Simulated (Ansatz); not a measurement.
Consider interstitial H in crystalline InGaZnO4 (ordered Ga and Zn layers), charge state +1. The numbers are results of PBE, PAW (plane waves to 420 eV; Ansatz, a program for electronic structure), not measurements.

189-site cell at the relaxed PBE lattice, one k-point at (0.167, 0.250, 0.250), smearing 0.01 eV, spin-restricted, no finite-size correction. Energies are static. The charge state is imposed; whether it is stable for some Fermi level was not computed. Sites that were not tried may lie lower. The start lies 0.11 eV above the lowest site run (PBE).

Barriers: single points on a 2×2×2 k-point mesh shifted by half a step along c at the bands' geometries.

Relaxed starting cell (atoms counted from 1):

```yaml
crystal:
  lattice:
    - [10.06801, 0.00000, 0.00000]
    - [-5.03400, 8.71915, 0.00000]
    - [0.00000, 0.00000, 26.11123]
  atoms:
    - { symbol: In, position: [0.99768, 0.99533, 0.00047] }
    - { symbol: In, position: [0.00169, 0.33192, 0.00317] }
    - { symbol: In, position: [0.00118, 0.66553, 0.00299] }
    - { symbol: In, position: [0.33865, 0.99504, 0.99078] }
    - { symbol: In, position: [0.33830, 0.33596, 0.00045] }
    - { symbol: In, position: [0.33433, 0.66505, 0.00333] }
    - { symbol: In, position: [0.66862, 0.99933, 0.00334] }
    - { symbol: In, position: [0.66815, 0.33246, 0.00299] }
    - { symbol: In, position: [0.66760, 0.66608, 0.00293] }
    - { symbol: Ga, position: [0.21594, 0.11782, 0.13861] }
    - { symbol: Ga, position: [0.22140, 0.44544, 0.12010] }
    - { symbol: Ga, position: [0.22097, 0.78201, 0.11862] }
    - { symbol: Ga, position: [0.55175, 0.11283, 0.11866] }
    - { symbol: Ga, position: [0.55394, 0.44393, 0.12021] }
    - { symbol: Ga, position: [0.55484, 0.77901, 0.12017] }
    - { symbol: Ga, position: [0.88836, 0.11242, 0.12009] }
    - { symbol: Ga, position: [0.88858, 0.44522, 0.12037] }
    - { symbol: Ga, position: [0.88991, 0.77988, 0.12022] }
    - { symbol: Zn, position: [0.98660, 0.99491, 0.22374] }
    - { symbol: Zn, position: [0.99924, 0.33405, 0.21940] }
    - { symbol: Zn, position: [0.00058, 0.66825, 0.21913] }
    - { symbol: Zn, position: [0.33592, 0.99750, 0.22356] }
    - { symbol: Zn, position: [0.33847, 0.34693, 0.22371] }
    - { symbol: Zn, position: [0.33224, 0.66964, 0.21880] }
    - { symbol: Zn, position: [0.66393, 0.00114, 0.21880] }
    - { symbol: Zn, position: [0.66513, 0.33283, 0.21913] }
    - { symbol: Zn, position: [0.66601, 0.66739, 0.21902] }
    - { symbol: O, position: [0.21984, 0.11375, 0.20903] }
    - { symbol: O, position: [0.22262, 0.44641, 0.19655] }
    - { symbol: O, position: [0.22400, 0.78453, 0.19505] }
    - { symbol: O, position: [0.54901, 0.10949, 0.19504] }
    - { symbol: O, position: [0.55330, 0.44430, 0.19649] }
    - { symbol: O, position: [0.55468, 0.77881, 0.19635] }
    - { symbol: O, position: [0.88719, 0.11084, 0.19653] }
    - { symbol: O, position: [0.88797, 0.44551, 0.19663] }
    - { symbol: O, position: [0.88925, 0.78023, 0.19651] }
    - { symbol: O, position: [0.00727, 0.00617, 0.12090] }
    - { symbol: O, position: [0.99976, 0.33409, 0.12100] }
    - { symbol: O, position: [0.99990, 0.66801, 0.12037] }
    - { symbol: O, position: [0.32154, 0.01238, 0.11777] }
    - { symbol: O, position: [0.32763, 0.32657, 0.12093] }
    - { symbol: O, position: [0.33140, 0.66880, 0.12019] }
    - { symbol: O, position: [0.66512, 0.00252, 0.12019] }
    - { symbol: O, position: [0.66582, 0.33394, 0.12035] }
    - { symbol: O, position: [0.66663, 0.66731, 0.12089] }
    - { symbol: O, position: [0.23006, 0.10379, 0.03752] }
    - { symbol: O, position: [0.22487, 0.44227, 0.04455] }
    - { symbol: O, position: [0.22698, 0.78458, 0.04301] }
    - { symbol: O, position: [0.54920, 0.10673, 0.04302] }
    - { symbol: O, position: [0.55354, 0.44274, 0.04460] }
    - { symbol: O, position: [0.55630, 0.77746, 0.04452] }
    - { symbol: O, position: [0.89151, 0.10883, 0.04456] }
    - { symbol: O, position: [0.88995, 0.44381, 0.04469] }
    - { symbol: O, position: [0.89104, 0.78022, 0.04460] }
    - { symbol: O, position: [0.99711, 0.99956, 0.29808] }
    - { symbol: O, position: [0.00002, 0.33343, 0.29541] }
    - { symbol: O, position: [0.00055, 0.66858, 0.29519] }
    - { symbol: O, position: [0.33345, 0.00004, 0.29789] }
    - { symbol: O, position: [0.33400, 0.33642, 0.29807] }
    - { symbol: O, position: [0.33183, 0.66753, 0.29505] }
    - { symbol: O, position: [0.66600, 0.00171, 0.29504] }
    - { symbol: O, position: [0.66492, 0.33295, 0.29517] }
    - { symbol: O, position: [0.66651, 0.66701, 0.29523] }
    - { symbol: In, position: [0.22156, 0.11213, 0.33845] }
    - { symbol: In, position: [0.22155, 0.44635, 0.33814] }
    - { symbol: In, position: [0.22149, 0.77774, 0.33825] }
    - { symbol: In, position: [0.55592, 0.11216, 0.33821] }
    - { symbol: In, position: [0.55617, 0.44611, 0.33815] }
    - { symbol: In, position: [0.55494, 0.77873, 0.33629] }
    - { symbol: In, position: [0.88730, 0.11211, 0.33820] }
    - { symbol: In, position: [0.88841, 0.44521, 0.33597] }
    - { symbol: In, position: [0.88755, 0.77748, 0.33816] }
    - { symbol: Ga, position: [0.11071, 0.22313, 0.45456] }
    - { symbol: Ga, position: [0.11058, 0.55617, 0.45457] }
    - { symbol: Ga, position: [0.11067, 0.88944, 0.45456] }
    - { symbol: Ga, position: [0.44440, 0.22317, 0.45456] }
    - { symbol: Ga, position: [0.44439, 0.55682, 0.45442] }
    - { symbol: Ga, position: [0.44434, 0.88948, 0.45447] }
    - { symbol: Ga, position: [0.77765, 0.22324, 0.45457] }
    - { symbol: Ga, position: [0.77765, 0.55618, 0.45454] }
    - { symbol: Ga, position: [0.77702, 0.88944, 0.45442] }
    - { symbol: Zn, position: [0.22222, 0.11125, 0.55244] }
    - { symbol: Zn, position: [0.22235, 0.44462, 0.55259] }
    - { symbol: Zn, position: [0.22221, 0.77784, 0.55254] }
    - { symbol: Zn, position: [0.55561, 0.11124, 0.55253] }
    - { symbol: Zn, position: [0.55563, 0.44469, 0.55256] }
    - { symbol: Zn, position: [0.55557, 0.77788, 0.55222] }
    - { symbol: Zn, position: [0.88884, 0.11112, 0.55260] }
    - { symbol: Zn, position: [0.88888, 0.44457, 0.55259] }
    - { symbol: Zn, position: [0.88877, 0.77782, 0.55256] }
    - { symbol: O, position: [0.11101, 0.22251, 0.53056] }
    - { symbol: O, position: [0.11118, 0.55581, 0.53070] }
    - { symbol: O, position: [0.11098, 0.88902, 0.53054] }
    - { symbol: O, position: [0.44453, 0.22258, 0.53054] }
    - { symbol: O, position: [0.44417, 0.55520, 0.53061] }
    - { symbol: O, position: [0.44408, 0.88944, 0.53065] }
    - { symbol: O, position: [0.77775, 0.22236, 0.53069] }
    - { symbol: O, position: [0.77771, 0.55583, 0.53064] }
    - { symbol: O, position: [0.77835, 0.88940, 0.53061] }
    - { symbol: O, position: [0.22193, 0.11197, 0.45444] }
    - { symbol: O, position: [0.22199, 0.44565, 0.45440] }
    - { symbol: O, position: [0.22192, 0.77830, 0.45436] }
    - { symbol: O, position: [0.55557, 0.11195, 0.45439] }
    - { symbol: O, position: [0.55563, 0.44572, 0.45428] }
    - { symbol: O, position: [0.55520, 0.77867, 0.45555] }
    - { symbol: O, position: [0.88824, 0.11191, 0.45437] }
    - { symbol: O, position: [0.88861, 0.44528, 0.45491] }
    - { symbol: O, position: [0.88817, 0.77825, 0.45429] }
    - { symbol: O, position: [0.11023, 0.22358, 0.37869] }
    - { symbol: O, position: [0.10918, 0.55574, 0.37830] }
    - { symbol: O, position: [0.11022, 0.88907, 0.37868] }
    - { symbol: O, position: [0.44471, 0.22352, 0.37868] }
    - { symbol: O, position: [0.44502, 0.55873, 0.37849] }
    - { symbol: O, position: [0.44493, 0.88886, 0.37852] }
    - { symbol: O, position: [0.77795, 0.22456, 0.37830] }
    - { symbol: O, position: [0.77815, 0.55557, 0.37820] }
    - { symbol: O, position: [0.77502, 0.88871, 0.37850] }
    - { symbol: O, position: [0.22294, 0.11058, 0.62875] }
    - { symbol: O, position: [0.22302, 0.44392, 0.62886] }
    - { symbol: O, position: [0.22285, 0.77730, 0.62882] }
    - { symbol: O, position: [0.55623, 0.11067, 0.62882] }
    - { symbol: O, position: [0.55627, 0.44384, 0.62880] }
    - { symbol: O, position: [0.55619, 0.77732, 0.62859] }
    - { symbol: O, position: [0.88959, 0.11051, 0.62887] }
    - { symbol: O, position: [0.88949, 0.44402, 0.62889] }
    - { symbol: O, position: [0.88968, 0.77725, 0.62879] }
    - { symbol: In, position: [0.11188, 0.22178, 0.66977] }
    - { symbol: In, position: [0.11178, 0.55502, 0.66977] }
    - { symbol: In, position: [0.11190, 0.88850, 0.66956] }
    - { symbol: In, position: [0.44515, 0.22175, 0.66956] }
    - { symbol: In, position: [0.44529, 0.55521, 0.66957] }
    - { symbol: In, position: [0.44517, 0.88848, 0.66944] }
    - { symbol: In, position: [0.77863, 0.22187, 0.66978] }
    - { symbol: In, position: [0.77847, 0.55518, 0.66979] }
    - { symbol: In, position: [0.77844, 0.88835, 0.66956] }
    - { symbol: Ga, position: [0.00063, 0.99974, 0.78657] }
    - { symbol: Ga, position: [0.00105, 0.33278, 0.78685] }
    - { symbol: Ga, position: [0.00037, 0.66505, 0.78656] }
    - { symbol: Ga, position: [0.33439, 0.99943, 0.78669] }
    - { symbol: Ga, position: [0.33408, 0.33319, 0.78658] }
    - { symbol: Ga, position: [0.33367, 0.66520, 0.78638] }
    - { symbol: Ga, position: [0.66863, 0.00016, 0.78638] }
    - { symbol: Ga, position: [0.66881, 0.33346, 0.78656] }
    - { symbol: Ga, position: [0.66775, 0.66609, 0.78654] }
    - { symbol: Zn, position: [0.11228, 0.22116, 0.88477] }
    - { symbol: Zn, position: [0.11197, 0.55389, 0.88524] }
    - { symbol: Zn, position: [0.10957, 0.88568, 0.88233] }
    - { symbol: Zn, position: [0.44785, 0.22393, 0.88230] }
    - { symbol: Zn, position: [0.44612, 0.55536, 0.88440] }
    - { symbol: Zn, position: [0.44747, 0.88600, 0.88199] }
    - { symbol: Zn, position: [0.77961, 0.22149, 0.88525] }
    - { symbol: Zn, position: [0.77887, 0.55461, 0.88535] }
    - { symbol: Zn, position: [0.77813, 0.88738, 0.88442] }
    - { symbol: O, position: [0.00027, 0.99976, 0.86338] }
    - { symbol: O, position: [0.00138, 0.33218, 0.86388] }
    - { symbol: O, position: [0.99976, 0.66290, 0.86316] }
    - { symbol: O, position: [0.33478, 0.99874, 0.86403] }
    - { symbol: O, position: [0.33377, 0.33328, 0.86338] }
    - { symbol: O, position: [0.33289, 0.66356, 0.86297] }
    - { symbol: O, position: [0.66998, 0.00066, 0.86297] }
    - { symbol: O, position: [0.67069, 0.33380, 0.86316] }
    - { symbol: O, position: [0.66809, 0.66546, 0.86339] }
    - { symbol: O, position: [0.11196, 0.22189, 0.78781] }
    - { symbol: O, position: [0.11166, 0.55442, 0.78750] }
    - { symbol: O, position: [0.11191, 0.88822, 0.78875] }
    - { symbol: O, position: [0.44569, 0.22198, 0.78878] }
    - { symbol: O, position: [0.44576, 0.55525, 0.78769] }
    - { symbol: O, position: [0.44557, 0.88830, 0.78852] }
    - { symbol: O, position: [0.77948, 0.22222, 0.78748] }
    - { symbol: O, position: [0.77854, 0.55535, 0.78732] }
    - { symbol: O, position: [0.77865, 0.88813, 0.78769] }
    - { symbol: O, position: [0.00105, 0.99939, 0.71127] }
    - { symbol: O, position: [0.00096, 0.33282, 0.71117] }
    - { symbol: O, position: [0.00118, 0.66684, 0.71124] }
    - { symbol: O, position: [0.33412, 0.99966, 0.71147] }
    - { symbol: O, position: [0.33436, 0.33268, 0.71128] }
    - { symbol: O, position: [0.33441, 0.66672, 0.71116] }
    - { symbol: O, position: [0.66702, 0.99932, 0.71116] }
    - { symbol: O, position: [0.66689, 0.33256, 0.71124] }
    - { symbol: O, position: [0.66731, 0.66645, 0.71103] }
    - { symbol: O, position: [0.11407, 0.21940, 0.96246] }
    - { symbol: O, position: [0.11277, 0.55393, 0.96237] }
    - { symbol: O, position: [0.10774, 0.88291, 0.95925] }
    - { symbol: O, position: [0.45068, 0.22586, 0.95923] }
    - { symbol: O, position: [0.44680, 0.55659, 0.96136] }
    - { symbol: O, position: [0.45059, 0.88285, 0.95918] }
    - { symbol: O, position: [0.77959, 0.22071, 0.96236] }
    - { symbol: O, position: [0.77869, 0.55483, 0.96244] }
    - { symbol: O, position: [0.77697, 0.88676, 0.96137] }
    - { symbol: H, position: [0.26838, 0.06593, 0.06634] }
```
Cell charge +1.

End state 1 differs by these moves (Å; atoms that move under 0.08 Å are left out):

```json
[
 {"atom": "4", "element": "In", "Δx": "-0.04", "Δy": "0.07", "Δz": "0.25"},
 {"atom": "5", "element": "In", "Δx": "-0.04", "Δy": "0.07", "Δz": "-0.25"},
 {"atom": "10", "element": "Ga", "Δx": "0.10", "Δy": "-0.17", "Δz": "0.00"},
 {"atom": "29", "element": "O", "Δx": "0.05", "Δy": "-0.06", "Δz": "-0.04"},
 {"atom": "30", "element": "O", "Δx": "0.03", "Δy": "-0.07", "Δz": "0.04"},
 {"atom": "40", "element": "O", "Δx": "0.11", "Δy": "-0.09", "Δz": "0.08"},
 {"atom": "41", "element": "O", "Δx": "0.02", "Δy": "-0.15", "Δz": "-0.08"},
 {"atom": "46", "element": "O", "Δx": "-0.11", "Δy": "0.20", "Δz": "0.00"},
 {"atom": "149", "element": "Zn", "Δx": "-0.02", "Δy": "0.05", "Δz": "-0.06"},
 {"atom": "150", "element": "Zn", "Δx": "-0.04", "Δy": "0.04", "Δz": "0.06"},
 {"atom": "181", "element": "O", "Δx": "-0.09", "Δy": "0.05", "Δz": "-0.08"},
 {"atom": "183", "element": "O", "Δx": "0.00", "Δy": "0.10", "Δz": "0.08"},
 {"atom": "185", "element": "O", "Δx": "-0.02", "Δy": "0.10", "Δz": "-0.06"},
 {"atom": "186", "element": "O", "Δx": "-0.08", "Δy": "0.06", "Δz": "0.06"},
 {"atom": "190", "element": "H", "Δx": "-0.69", "Δy": "1.20", "Δz": "0.00"}
]
```

### Question
What is the computed forward and backward barriers to end state 1 (PBE, PAW)?

### Answer
forward 0.14 eV, backward 0.14 eV; at the saddle point atom 190 has neighbours Ga at 2.08; O at 0.97, 2 O at 2.12 Å. The saddle point's order was not checked, and it lies on a symmetry element of the cell, where a band can be held.
